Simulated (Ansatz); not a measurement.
A hypothetical phase is included: elements placed on a structure type, which no database files for this compound.

Given:

```xyz
12
Lattice="6.6811 0.0000 0.0000 0.0000 7.9490 0.0000 0.0000 3.9745 3.9745" Properties=species:S:1:pos:R:3 pbc="T T T"
Si     0.0000     7.9490     0.6652
Si     1.6703     4.6397     0.0000
Si     3.3406     3.9745     3.3093
Si     5.0109     3.3093     0.0000
Si     5.0146     8.7558     2.1384
Si     0.0038    10.0874     3.1677
Si     1.6741     3.1677     1.8361
Si     3.3444     1.8361     0.8068
Si     6.6774     5.8106     3.1677
Si     5.0071     4.7813     1.8361
Si     3.3368     6.1129     0.8068
Si     1.6665     7.1422     2.1384
```

The cell was relaxed by PBE-D3(BJ); by r2SCAN it stands under a pressure of 2.7 GPa.

Transport runs along the normal of the first two printed cell vectors, the (110) plane of the conventional cell.

The gap is the functional's own. No spin-orbit coupling. Mid-gap values are those at the computed energy nearest the middle.

Task: Give the band gap and the smallest decay constant κ at mid-gap that r2SCAN in Ansatz (a program for electronic structure) yields.

Result: Gap 1.37 eV on a 6×8×8 mesh; κ = 0.139 1/Å, at (0.000, 0.250) of the in-plane reciprocal vectors. At the zone centre the slowest state has κ = 0.14 1/Å.
